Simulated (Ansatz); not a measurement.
An Ansatz (an electronic-structure program) run: SnO with a change (uniaxial strain ε_zz = +2.40 %); PBE-D3(BJ) in Ansatz (plane waves to 420 eV, PAW, spin-orbit coupling left out).

Input:

Ansatz 0.2 input:
```yaml
crystal:
  lattice:
    - [3.8370913433, 0, 0]
    - [0, 3.8370913433, 0]
    - [0, 0, 4.873023561]
  atoms:
    - { symbol: Sn, position: [0.5, 0, 0.7565682442] }
    - { symbol: Sn, position: [0, 0.5, 0.2434317558] }
    - { symbol: O, position: [0.5, 0.5, 0] }
    - { symbol: O, position: [0, 0, 0] }
basis: { ecutwfc: 420, ecutrho_ratio: 4, xc_grid: 2, fft_grid_basis: typed }
kpoints: { mp_grid: { grid: [12, 12, 10] } }
hamiltonian:
  xc: pbe
  dispersion: d3bj
  pseudopotentials: { kind: paw }
scf: { occupations: { method: fermi_dirac, width: 0.05 }, convergence: { dr2_threshold: 0.0000000004 } }
relax: { f_tol: 0.005, max_steps: 50 }
output: { forces: true, stress: true }
checkpoint: { write: state.ck, write_every: 1000 }
```

Output (explanatory and most iteration lines left out):

```
Relaxation: its limit of steps is 50 (relax.max_steps)
Pseudopotential: Sn, paw, valence charge 14
Pseudopotential: O, paw, valence charge 6
Crystal: 4 atoms, lattice volume = 71.747 Å³
Basis set: ecut = 420 eV, 1417 PW (Γ), exchange–correlation on 54×54×72 points (8 copies of the dense FFT grid, shifted against one another)
Bands: 24, of which v1, the nominal top of the filled ones, is band 20 counted from 1 (19 counted from 0)
Symmetry: 16 space group operations
Space group: P4/nmm (ITA 129), of the structure as read, at distance tolerance 4.2e-5 Å
k-points: 168 of 1440
Functional: x = pbe(κ = 0.804, μ = 0.2195149727645171), c = pbe(β = 0.06672455060314922)
SCF iter   1: F=—  HF=-13184.295944 eV  |F-HF|=—  |Δ(HF+E_count)|=         —  Δρ=1.40e-3  dr2=6.67e-4  ethr=1.77e-3  ⟨swp⟩=6.1  Hψ=18873  notcnv=0
SCF iter   2: F=—  HF=-13184.295426 eV  |F-HF|=—  |Δ(HF+E_count)|=   5.18e-4  Δρ=8.23e-4  dr2=3.25e-4  ethr=1.67e-6  ⟨swp⟩=2.1  Hψ=8865  notcnv=0
SCF 1 converged in 9 iterations: F = -13184.295742 eV  dr2 = 4.71e-11
relax step   1: F+E_penalty+E_count = -13184.29574193 eV  Δ(F+E_penalty+E_count) = +0.000e0 eV  max|allowed force component| = 4.158e-1 eV/Å  Δτ_max = 0.0000 Å  (9 SCF iters, accepted)
Crystal: 4 atoms, lattice volume = 71.747 Å³
SCF iter   1: F=—  HF=-13184.301083 eV  |F-HF|=—  |Δ(HF+E_count)|=         —  Δρ=4.61e-3  dr2=8.94e-3  ethr=2.22e-5  ⟨swp⟩=1.6  Hψ=16217  notcnv=0
SCF iter   2: F=—  HF=-13184.298774 eV  |F-HF|=—  |Δ(HF+E_count)|=   2.31e-3  Δρ=1.98e-3  dr2=2.20e-3  ethr=2.22e-5  ⟨swp⟩=3.0  Hψ=7604  notcnv=0
SCF 2 converged in 9 iterations: F = -13184.298171 eV  dr2 = 3.05e-11
relax step   2: F+E_penalty+E_count = -13184.29817135 eV  Δ(F+E_penalty+E_count) = -2.429e-3 eV  max|allowed force component| = 3.650e-1 eV/Å  Δτ_max = 0.0429 Å  (9 SCF iters, accepted)
Crystal: 4 atoms, lattice volume = 71.747 Å³
SCF iter   1: F=—  HF=-13184.305961 eV  |F-HF|=—  |Δ(HF+E_count)|=         —  Δρ=2.09e-3  dr2=1.83e-3  ethr=4.63e-5  ⟨swp⟩=3.8  Hψ=12051  notcnv=0
SCF iter   2: F=—  HF=-13184.305530 eV  |F-HF|=—  |Δ(HF+E_count)|=   4.30e-4  Δρ=9.72e-4  dr2=5.20e-4  ethr=4.59e-6  ⟨swp⟩=2.0  Hψ=8625  notcnv=0
SCF 3 converged in 9 iterations: F = -13184.305383 eV  dr2 = 9.55e-11
relax step   3: F+E_penalty+E_count = -13184.30538303 eV  Δ(F+E_penalty+E_count) = -7.212e-3 eV  max|allowed force component| = 5.327e-3 eV/Å  Δτ_max = 0.0195 Å  (9 SCF iters, accepted)
Crystal: 4 atoms, lattice volume = 71.747 Å³
SCF iter   1: F=—  HF=-13184.305399 eV  |F-HF|=—  |Δ(HF+E_count)|=         —  Δρ=3.14e-5  dr2=4.12e-7  ethr=1.03e-8  ⟨swp⟩=2.4  Hψ=10268  notcnv=0
SCF iter   2: F=—  HF=-13184.305385 eV  |F-HF|=—  |Δ(HF+E_count)|=   1.44e-5  Δρ=1.47e-5  dr2=1.16e-7  ethr=1.03e-9  ⟨swp⟩=2.0  Hψ=8649  notcnv=0
SCF 4 converged in 6 iterations: F = -13184.305385 eV  dr2 = 8.65e-11
relax step   4: F+E_penalty+E_count = -13184.30538458 eV  Δ(F+E_penalty+E_count) = -1.555e-6 eV  max|allowed force component| = 1.364e-5 eV/Å  Δτ_max = 0.0003 Å  (6 SCF iters, accepted)
SCF converged after 6 iterations
Free energy (F): -13184.305385 eV
Internal energy: -13184.304840 eV  (E = F + TS)
E sigma→0 (E₀):  -13184.305112 eV
Entropy (-TS):   -0.000544 eV (-0.136 meV/atom)
Fermi energy:    9.705936 eV
  E_disp       = -0.917069  (pairwise vdW)
--- Forces (eV/Å), atoms counted from 1 ---
  atom   1  Sn    -0.00000000     0.00000000     0.00001364
  atom   2  Sn     0.00000000     0.00000000    -0.00001364
  atom   3  O     -0.00000000     0.00000000     0.00000000
  atom   4  O      0.00000000     0.00000000     0.00000000
--- Stress (GPa, compression-positive) ---
       -0.278180       0.000000      -0.000000
        0.000000      -0.278180      -0.000000
       -0.000000      -0.000000      -0.834388
  P = ⅓ Tr σ = -0.4636 GPa (-4.636 kbar)
--- Relaxed structure (4 steps of the walk, 4 accepted, 0 SCFs on fresh bases) ---
  atoms:
    - { symbol: Sn, position: [0.49999999999999994, -6.310768986903433e-57, 0.7613066980504565] }
    - { symbol: Sn, position: [3.9526544294206494e-34, 0.49999999999999994, 0.23869330194954344] }
    - { symbol: O, position: [0.49999999999999994, 0.49999999999999994, -2.22312816705427e-35] }
    - { symbol: O, position: [6.274077467544022e-36, 5.646477514597808e-57, 7.410427223514233e-36] }
```

Stability against distortions was not tested. The cell was made from SnO (space group P4/nmm, No. 129; layered, stacked along the Cartesian z axis) by this change: uniaxial strain ε_zz = +2.40 %.
